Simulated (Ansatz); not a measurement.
System: AlP (P6₃mc, No. 186, 4 atoms in the cell; start mp-8880; a measured phase of this formula has another space group). Method: PBE0 (Ansatz, an electronic-structure program, PAW).

Numerical settings: plane-wave cutoff 460 eV, 9×9×4 k mesh (along the axes of the cell as run), Fermi–Dirac smearing 0.01 eV, scalar-relativistic PAW data made under PBE.

The cell is the one relaxed with PBEsol. Conventional cell: a = 3.8611 Å, b = 3.8611 Å, c = 6.3392 Å, α = 90.00°, β = 90.00°, γ = 120.00°.

```xyz
4
Lattice="3.8611 0.0000 0.0000 -1.9305 3.3438 0.0000 0.0000 0.0000 6.3392" Properties=species:S:1:pos:R:3 pbc="T T T"
Al     0.0000     2.2292     0.0006
Al     1.9305     1.1146     3.1702
P      0.0000     2.2292     2.3766
P      1.9305     1.1146     5.5463
```

Problem. List the 10 lowest band energies at Γ above −25 eV (eV, relative to the valence band maximum), grouping those that round alike.

Solution. At Γ: -12.93, -11.08, -6.28, -1.04 (×2), -0.13, 0.00 (×2), 3.91, 4.87.

Note: the run warned that its exchange threshold was loose for the stress.

A start named mp-… is a Materials Project structure, which need not be a measured phase.
